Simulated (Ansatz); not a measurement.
Base system: Sc in the hcp (Mg type) structure (space group P6_3/mmc, No. 194; a = 3.2772 Å, c = 5.0855 Å).

The values are results of Kohn–Sham DFT with the PBEsol functional, run in Ansatz (a quantum-chemistry and plane-wave program) with PAW and 420 eV plane waves, spin-orbit coupling left out, earlier PAW set, not measurements.

Base values:

| Item | Value |
|---|---|
| Density | 3.16 g/cm³ |
| c/a ratio | 1.552 |
| Shortest interatomic distance | 316.9 pm |

Modification: Ce takes the place of Sc on all its sites, then cell and atoms are relaxed.

Tabulated Pauling electronegativity and covalent radius: Sc 1.36, 1.70 Å; Ce 1.12, 2.04 Å.

Q: What happens to the density, c/a ratio and shortest interatomic distance?

A: The density goes up by 6.636 g/cm³ to 9.79 g/cm³; the c/a ratio grows by 0.2435, from 1.552 to 1.795; the shortest interatomic distance decreases by 4.29 pm, from 316.9 pm to 312.7 pm.

The 4f electrons are in the valence with no U and their state was not checked, so volumes and moments can be off. Whether these cells are dynamically stable was not tested. Starting moments died away, wholly or in part, for Sc → Ce; another magnetic solution may exist. All final runs are without spin polarisation.
